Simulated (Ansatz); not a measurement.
Results of PBEsol (Ansatz, a first-principles code, PAW) for GaN (model structure, started from the HgO type, P6₄22, No. 181, 6 atoms in the cell).

Run with plane-wave cutoff 520 eV, 18×18×8 k mesh (along the axes of the cell as run), Fermi–Dirac smearing 0.05 eV, scalar-relativistic PAW data made under PBE.

Cell (relaxed at this level):

```cif
data_Ga3N3
_chemical_formula_sum 'Ga3 N3'
_space_group_name_H-M_alt 'P6422'
_space_group_IT_number 181
_space_group_name_Hall 'P 64 2 (0 0 2)'
_cell_length_a 3.12500
_cell_length_b 3.12500
_cell_length_c 7.35893
_cell_angle_alpha 90.000
_cell_angle_beta 90.000
_cell_angle_gamma 120.000
loop_
_atom_site_label
_atom_site_type_symbol
_atom_site_symmetry_multiplicity
_atom_site_Wyckoff_symbol
_atom_site_fract_x
_atom_site_fract_y
_atom_site_fract_z
_atom_site_occupancy
Ga1 Ga 3 d 0.50000 0.00000 0.50000 1
N1 N 3 c 0.50000 0.00000 0.00000 1
```

Task: Estimate the band gap and bulk modulus B0 that the calculation returns.

Result: 
* **band gap**: 1.47 eV (on the SCF k mesh)
* **bulk modulus B0**: 200 GPa

Note: the bulk modulus is −V dP/dV from two relaxed cells at ±2 % in volume; the relaxation could raise the start's symmetry but not lower it, so the cell can be a saddle point.

Spin–orbit coupling is not included.

A model structure was made by putting elements into a prototype or built by hand; it is no filed structure, need not be a known phase, and can be a saddle point held by its symmetry.
